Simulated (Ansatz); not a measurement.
An Ansatz (a first-principles code) input (DFT with PBE, PAW potentials and a 420 eV plane-wave cutoff in Ansatz, no spin-orbit coupling):

Ansatz 0.2 input:
```yaml
crystal:
  lattice:
    - [0, 2.5360350237, 2.5360350237]
    - [2.5360350237, 0, 2.5360350237]
    - [2.5360350237, 2.5360350237, 0]
  atoms:
    - { symbol: Hf, position: [0, 0, 0] }
    - { symbol: O, position: [0.25, 0.25, 0.25] }
    - { symbol: O, position: [0.75, 0.75, 0.75] }
basis: { ecutwfc: 420, ecutrho_ratio: 4, xc_grid: 2, fft_grid_basis: typed }
kpoints: { mp_grid: { grid: [11, 11, 11] } }
hamiltonian:
  xc: pbe
  dispersion: none
  pseudopotentials: { kind: paw }
scf: { occupations: { method: fermi_dirac, width: 0.05 }, convergence: { dr2_threshold: 0.0000000003 } }
relax: { f_tol: 0.005, max_steps: 50 }
output: { forces: true, stress: true }
checkpoint: { write: state.ck, write_every: 1000 }
```

Which symmetry and how many k-points will the program report, and about how many plane waves at Γ?

Space group Fm-3m (ITA 225) with 48 operations, k-points 56 of 1331, and 609 plane waves at Γ.

And the final pressure?

3.82 GPa (compression positive).

The cells carry an imposed strain or load. Stability against distortions was not tested. The cell was made from HfO₂ in the fluorite structure (space group Fm-3m, No. 225) by this change: isotropic strain −0.50 %. This is not the structure that HfO2 has at room temperature and ambient pressure.
